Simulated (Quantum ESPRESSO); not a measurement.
## A series of runs on ZnGeAs2 (P-4m2, 4 atoms in the cell)

```cif
data_As2GeZn
_chemical_formula_sum 'Zn1 Ge1 As2'
_space_group_name_H-M_alt 'P-4m2'
_space_group_IT_number 115
_space_group_name_Hall 'P -4 -2'
_cell_length_a 4.04554
_cell_length_b 4.04554
_cell_length_c 5.75165
_cell_angle_alpha 90.000
_cell_angle_beta 90.000
_cell_angle_gamma 90.000
loop_
_atom_site_label
_atom_site_type_symbol
_atom_site_symmetry_multiplicity
_atom_site_Wyckoff_symbol
_atom_site_fract_x
_atom_site_fract_y
_atom_site_fract_z
_atom_site_occupancy
Zn1 Zn 1 b 0.50000 0.50000 0.00000 1
Ge1 Ge 1 d 0.00000 0.00000 0.50000 1
As1 As 2 g 0.00000 0.50000 0.24250 1
```

Base run A: PBEsol, PSlibrary ultrasoft (PBE) pseudopotentials in Quantum ESPRESSO, self-consistent single point.

Its settings: ecutwfc = 50 Ry; ecutrho = 300 Ry; occupations = smearing; smearing = gaussian; degauss = 0.0073499 Ry; input_dft = pbesol; K_POINTS = automatic 8 8 6 0 0 0; conv_thr = 1e-10 Ry; mixing_beta = 0.4.

The starting cell comes from a database of computed structures (which also holds hypothetical and non-ambient phases and stackings), without a prior relaxation at this level. In the base run, with a pressure of about -3 GPa the cell is away from its equilibrium volume at this level. The run gives no clean gap (levels at the Fermi energy touch, overlap or are partly filled at this smearing), which alone does not show that the compound is a metal.

ΔF is the free energy per atom less that of run A. 

```json
[
 {"run": "A", "change": "base", "ΔF (meV/atom)": "0.00", "pressure (GPa)": "-3.09", "largest force (eV/Å)": "0.098", "k-points": "60", "valence electrons": "26"},
 {"run": "B", "change": "2 x 1 x 1 supercell, mesh divided to match; K_POINTS: automatic 8 8 6 0 0 0 → automatic 4 8 6 0 0 0", "ΔF (meV/atom)": "0.00", "pressure (GPa)": "-3.09", "largest force (eV/Å)": "0.098", "k-points": "60", "valence electrons": "52"},
 {"run": "C", "change": "1 x 2 x 1 supercell, mesh divided to match; K_POINTS: automatic 8 8 6 0 0 0 → automatic 8 4 6 0 0 0", "ΔF (meV/atom)": "0.00", "pressure (GPa)": "-3.09", "largest force (eV/Å)": "0.098", "k-points": "60", "valence electrons": "52"},
 {"run": "D", "change": "1 x 1 x 2 supercell, mesh divided to match; K_POINTS: automatic 8 8 6 0 0 0 → automatic 8 8 3 0 0 0", "ΔF (meV/atom)": "0.00", "pressure (GPa)": "-3.09", "largest force (eV/Å)": "0.098", "k-points": "30", "valence electrons": "52"},
 {"run": "E", "change": "2 x 2 x 1 supercell at the zone centre alone; K_POINTS: automatic 8 8 6 0 0 0 → automatic 1 1 1 0 0 0", "ΔF (meV/atom)": "394.9", "pressure (GPa)": "2.85", "largest force (eV/Å)": "0.186", "k-points": "1", "valence electrons": "104"}
]
```

Run E against A: The free energy rises by 395 meV/atom, the pressure goes from -3.09 to 2.85 GPa and the largest force goes from 0.098 to 0.186 eV/Å.

Run B against A: The free energy hardly moves (within 1 meV/atom), the pressure stays at -3.09 GPa and the largest force stays at 0.098 eV/Å.
